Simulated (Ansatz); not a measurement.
We consider NaH (model structure, started from the CsCl type, Pm-3m, No. 221, 2 atoms in the cell), described by G0W0@PBEsol (Ansatz, an electronic-structure program, hard PAW, contour deformation, complete-basis limit).

Run with largest k mesh 10×10×10 (not extrapolated in the mesh).

Cell (relaxed with PBEsol):

```
NaH
1.0
    2.93828     0.00000     0.00000
    0.00000     2.93828     0.00000
    0.00000     0.00000     2.93828
Na H
1 1
Cartesian
  0.00000   0.00000   0.00000
  1.46914   1.46914   1.46914
```

**Question.** What does this level give for the band gap?

**Answer.** 
- band gap: 3.06 eV (indirect)

Note: the relaxation could raise the start's symmetry but not lower it, so the cell can be a saddle point; the gap holds a correction of +0.26 eV to the complete basis.

Computed values are for the static lattice.

It cost around 19 core-minutes (rough) of CPU time.

A model structure was made by putting elements into a prototype or built by hand; it is no filed structure, need not be a known phase, and can be a saddle point held by its symmetry.
